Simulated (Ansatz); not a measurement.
Data:

```
CELL_PARAMETERS angstrom
      4.58164     0.00000     0.00000
     -2.29082     3.96781     0.00000
      0.00000     0.00000     6.59491
ATOMIC_POSITIONS crystal
  Si 0.16390 0.83610 0.83333
  Si 0.32780 0.16390 0.16667
  Si 0.16390 0.32780 0.50000
  Si 0.83610 0.16390 0.83333
  Si 0.67220 0.83610 0.16667
  Si 0.83610 0.67220 0.50000
  Mo 0.50000 0.00000 0.50000
  Mo 0.50000 0.50000 0.83333
  Mo 0.00000 0.50000 0.16667
```

No spin polarisation.

Calculations: r2SCAN (Ansatz, a program for electronic structure; PAW; 500 eV plane waves; no spin-orbit coupling), earlier PAW set. Settings: 8×8×5 k-points, 0.05 eV Fermi–Dirac smearing.

**Question.** Predict the gap character, band gap and smallest direct gap.

**Answer.** Gap character: indirect, L → M
Band gap: 0.16 eV
Smallest direct gap: 0.70 eV

Load acts through the strain it causes; cell and atoms are relaxed under it. Beyond what the load breaks, stability against distortions was not tested. The cell was made from MoSi2 (space group P6_222, No. 180; a cell from a computed database, its experimental status unchecked) by this change: uniaxial stress, 1 GPa tension along z. The zero or small gap of MoSi2 can change with the level of theory.
